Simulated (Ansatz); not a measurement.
The parent structure is BaTe in the rock salt structure (space group Fm-3m, No. 225; a = 7.064 Å).

The values are results of PBE (Ansatz, a first-principles code), no SOC, not measurements.

Before the change:

The hole mass is 0.16, 1.3, 1.3 mₑ (at Γ). The valley order comes out as X along ⟨100⟩ 1.66 eV; Γ 2.87 eV and the shortest interatomic distance is 3.532 Å.

Now apply this change: a hydrostatic pressure of 0.3 GPa.

How does this affect the hole mass?

The hole mass (degenerate bands, along [100]) is still 0.16, 1.3, 1.3 mₑ (at Γ).

What does the calculation give for the valley order after the change?

The valley order (the lowest conduction-band minima on the path, energy above the VBM, named in the base's zone) changes from X along ⟨100⟩ 1.66 eV; Γ 2.87 eV to X along ⟨100⟩ 1.64 eV; Γ 2.91 eV.

How does this affect the shortest interatomic distance?

The shortest interatomic distance decreases by 0.0115 Å (3.532 Å → 3.521 Å).

With Te present, leaving out spin-orbit coupling can change the band edges. The levels and masses belong to the bands next to the band gap. Load acts through the strain it causes; cell and atoms are relaxed under it. Effective masses come from finite differences of ±0.01 Å⁻¹. Whether these cells are dynamically stable was not tested.
